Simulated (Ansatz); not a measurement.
This Ansatz (a first-principles code) input is the reference run, MoS₂ in the 3R-MoS2 type structure (space group R3m, No. 160; layered, stacked along the Cartesian z axis), computed with DFT with r2SCAN+rVV10, PAW potentials and a 500 eV plane-wave cutoff in Ansatz, no spin-orbit coupling:

Ansatz 0.2 input:
```yaml
crystal:
  lattice:
    - [1.5876074668, 0.9166055983, 6.194938709]
    - [-1.5876074668, 0.9166055983, 6.194938709]
    - [0, -1.8332111966, 6.194938709]
  atoms:
    - { symbol: Mo, position: [0.0000046189, 0.0000046189, 0.0000046189] }
    - { symbol: S, position: [0.7502956548, 0.7502956548, 0.7502956548] }
    - { symbol: S, position: [0.5829997264, 0.5829997264, 0.5829997264] }
basis: { ecutwfc: 500, ecutrho_ratio: 4, xc_grid: 4, fft_grid_basis: typed }
kpoints: { mp_grid: { grid: [12, 12, 12] } }
hamiltonian:
  xc: r2scan
  dispersion: rvv10
  pseudopotentials: { kind: paw }
scf: { occupations: { method: fermi_dirac, width: 0.05 }, convergence: { dr2_threshold: 0.0000000003 } }
output: { forces: true, stress: true }
```

### Question
Write the input for this change: compressive biaxial strain of 3.33 % in the plane normal to [001], as in epitaxy on a mismatched substrate; the out-of-plane cell vector and the atoms relax.

### Answer
Ansatz 0.2 input:
```yaml
crystal:
  lattice:
    - [3.0694802763, 0, 0]
    - [1.5347401381, 2.6582478957, 0]
    - [1.5347401381, -0.8860826319, 6.2980844385]
  atoms:
    - { symbol: Mo, position: [0.9999907622, 0.0000046189, 0.0000138567] }
    - { symbol: S, position: [0.4994086904, 0.7502956548, 0.2508869644] }
    - { symbol: S, position: [0.8340005472, 0.5829997264, 0.7489991792] }
basis: { ecutwfc: 500, ecutrho_ratio: 4, xc_grid: 4, fft_grid_basis: typed }
kpoints: { mp_grid: { grid: [12, 12, 12] } }
hamiltonian:
  xc: r2scan
  dispersion: rvv10
  pseudopotentials: { kind: paw }
scf: { occupations: { method: fermi_dirac, width: 0.05 } }
relax: { f_tol: 0.005, max_steps: 50, cell: { stress_tol: 0.01, fix: [a, b, gamma] } }
output: { forces: true, stress: true }
checkpoint: { write: state.ck, write_every: 1000 }
```
This is the input that was run; other choices of cell and start would serve too.

Stability against distortions was not tested.
